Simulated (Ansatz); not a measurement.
Base system: HfS$_{2}$ in the CdI2 type structure (space group P-3m1, No. 164; a = 3.606 Å, c = 5.768 Å; layered, stacked along the Cartesian z axis).

The change: a free-standing slab of 1 layer (3 atoms, 3 a layer) is cut normal to the stacking axis, with 15 Å of vacuum and the in-plane cell relaxed.

Levels (all Ansatz, a quantum-chemistry and plane-wave program, PAW): PBE-D3(BJ) (420 eV, no spin-orbit coupling); HSE06 (420 eV, without spin-orbit coupling); PBE+SOC (420 eV, noncollinear with spin-orbit coupling).

At the geometry relaxed with PBE-D3(BJ), these levels gave the following band gaps, in shuffled order: (a) 1.21 eV, (b) 2.04 eV, (c) 1.15 eV.

**Question.** Match each gap to its level.

**Answer.** (a) PBE-D3(BJ); (b) HSE06; (c) PBE+SOC.

Single points use the geometry relaxed with PBE-D3(BJ). HSE06 was sampled on its mesh, a few special points and the semilocal edge points, so its gap is an upper bound. Differences between runs with and without spin-orbit coupling are approximate. Spin-orbit coupling, missing from the scalar runs, can matter with Hf. No phonon test of stability was made.
